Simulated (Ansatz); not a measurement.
HfSiO₄ (I4₁/amd, No. 141, 12 atoms in the cell; start COD 9000852) was calculated with PBE in Ansatz (PAW).

Numerical settings: plane-wave cutoff 520 eV, 8×8×8 k mesh, Fermi–Dirac smearing 0.01 eV, scalar-relativistic PAW data made under PBE.

Cell (measured lattice):

Space group I4₁/amd, origin choice 1 (No. 141); a = 6.5725 Å, b = 6.5725 Å, c = 5.9632 Å, α = 90.00°, β = 90.00°, γ = 90.00°

| atom | site | symmetry | x | y | z |
|---|---|---|---|---|---|
| Hf | 4a | -4m2 | 0.0000 | 0.0000 | 0.0000 |
| Si | 4b | -4m2 | 0.0000 | 0.0000 | 0.5000 |
| O | 16h | .m. | 0.3155 | 0.0000 | 0.0698 |
(The calculation used a cell of 12 atoms; values per cell refer to that cell.)

Question: What does this level give for the band gap, smallest direct gap on the k points sampled and Γ–Γ gap?

Answer: 
- band gap: 5.45 eV
- smallest direct gap on the k points sampled: 5.82 eV
- Γ–Γ gap: 5.85 eV

Note: the file's cell can be that of a phase stable at another temperature; cell and atoms aren't relaxed at this level (largest force component 0.27 eV/Å, pressure 7.5 GPa).

Spin–orbit coupling is not included.

The result took about 2.3 core-minutes (a rough figure).

Ansatz is a first-principles code.
